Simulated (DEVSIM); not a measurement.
Device: Co/SiO2/p-Si capacitor, at 300 K.

```tsv
layer (left to right)	material	thickness (nm)	Na (cm⁻³)
1	SiO2	2.40	-
2	Si	9700	3.5e15
```

Metal gate on the left, work function 5 eV. Fixed charge at the semiconductor interface -7e11 cm⁻² (in units of +e); interface traps 1.5e12 cm⁻² eV⁻¹, uniform in energy, neutral level at 0.5 of the gap above the valence band.

The device is made up for the run: typed textbook-type constants, with dimensions and the other settings drawn at random. Values at 300 K.

```
parameter      SiO2       Si
-------------  ----  -------
gap (eV)          9    1.124
affinity (eV)   0.9     4.05
permittivity    3.9     11.7
Nc (cm⁻³)         -  2.86e19
Nv (cm⁻³)         -   3.1e19
```

DEVSIM, 1D Poisson equation in equilibrium, Boltzmann statistics, complete ionisation; no quantum confinement or tunnelling. Metal contacts follow the ideal Schottky-Mott rule: no Fermi-level pinning, no interface dipoles.

Base results: minimum of the low-frequency capacitance (μF/cm²) 0.224; threshold voltage (band bending 2φF) (V) 0.87; flat-band voltage (V) 0.08.

Problem. What follows from this one change: substrate doping 3.5e+15 → 7e+15 cm^-3?

Solution. minimum of the low-frequency capacitance 0.224 → 0.230 μF/cm²; threshold voltage (band bending 2φF) 0.87 → 0.90 V; flat-band voltage 0.08 → 0.06 V.

Problem. What follows from this one change: interface trap density 1.5e+12 → 0 cm^-2 eV^-1?

Solution. minimum of the low-frequency capacitance 0.224 → 0.0236 μF/cm²; threshold voltage (band bending 2φF) 0.87 → 0.81 V; flat-band voltage 0.08 → 0.14 V.

Problem. What follows from this one change: gate work function 5 → 4.7 eV?

Solution. minimum of the low-frequency capacitance little changed (0.224 μF/cm²); threshold voltage (band bending 2φF) 0.87 → 0.57 V; flat-band voltage 0.08 → -0.22 V.
